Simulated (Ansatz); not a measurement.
Functionals compared on the (100) surface of double perovskite Cs2AgBiBr6 in its 1x1 cell (cut with top plane Ag + Bi + 4 Br, bottom plane 2 Br + 2 Cs), relaxed from an ideal cut (the real face may reconstruct), with unlike faces, outermost plane spacing 2.85 Å in the ideal cut, in Ansatz (plane waves, PAW). The structure was relaxed with PBE; the other rows are single points on it, each with its references at the same level. Cutoff 420 eV (500 eV for r2SCAN). The surface energy is the mean of two unlike faces. HSE06 used the coarser mesh 2x2x1.

Set-up: 30 atoms, Ag3Bi3Br18Cs6, 14.4 Å thick at the start; mesh 3x3x1; 0.025 eV smearing; dipole correction on; all atoms relaxed; symmetry of the start imposed; no spin, no spin-orbit, no U. These notes are the PBE run's.

| functional | surface energy (J/m²) | rough cost of the single point |
|---|---|---|
| PBE | 0.13 | – |
| LDA | 0.24 | roughly 2.5 core-minutes |
| PBEsol | 0.18 | roughly 2.4 core-minutes |
| RPBE | 0.07 | roughly 2.6 core-minutes |
| r2SCAN | 0.19 | very roughly 4 core-minutes |
| HSE06 | 0.14 | roughly 110 core-minutes |

Ansatz is a first-principles code.
